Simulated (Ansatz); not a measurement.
Consider CsPbBr3 in the cubic perovskite structure (space group Pm-3m, No. 221).

Space group Pm-3m (No. 221); a = b = c = 6.003 Å, α = β = γ = 90.00°

| atom | site | symmetry | x | y | z |
|---|---|---|---|---|---|
| Cs | 1a | m-3m | 0.0000 | 0.0000 | 0.0000 |
| Pb | 1b | m-3m | 0.5000 | 0.5000 | 0.5000 |
| Br | 3c | 4/mm.m | 0.0000 | 0.5000 | 0.5000 |

All numbers come from PBE in Ansatz (plane waves to 420 eV, PAW, no spin-orbit coupling).

One change was made to it. Results:

```csv
quantity,base,after
hole mass,0.18 mₑ (at R),0.032 mₑ (at R)
volume per atom,43.26 Å³,32.69 Å³
```

**Question.** Which of these changes matches the shifts?
A) pressure 10 GPa
B) pressure 0.3 GPa
C) pressure −1 GPa
D) pressure 3 GPa
E) pressure 0.7 GPa

**Answer.** A, pressure 10 GPa. For comparison, the hole mass in the other runs: pressure 0.7 GPa gives 0.16 mₑ (at R); pressure 0.3 GPa gives 0.17 mₑ (at R); pressure 3 GPa gives 0.11 mₑ (at R); pressure −1 GPa gives 0.21 mₑ (at R).

Spin-orbit coupling, missing from the scalar runs, can matter with Pb. The levels and masses belong to the bands next to the band gap. Load acts through the strain it causes; cell and atoms are relaxed under it. Effective masses come from finite differences of ±0.01 Å⁻¹. Whether these cells are dynamically stable was not tested. No other phases were tried under pressure. Many cubic perovskites are stable only at high temperature; tilts and polar distortions were not tested. This is not the structure that CsPbBr3 has at room temperature and ambient pressure.

Ansatz is an electronic-structure program.
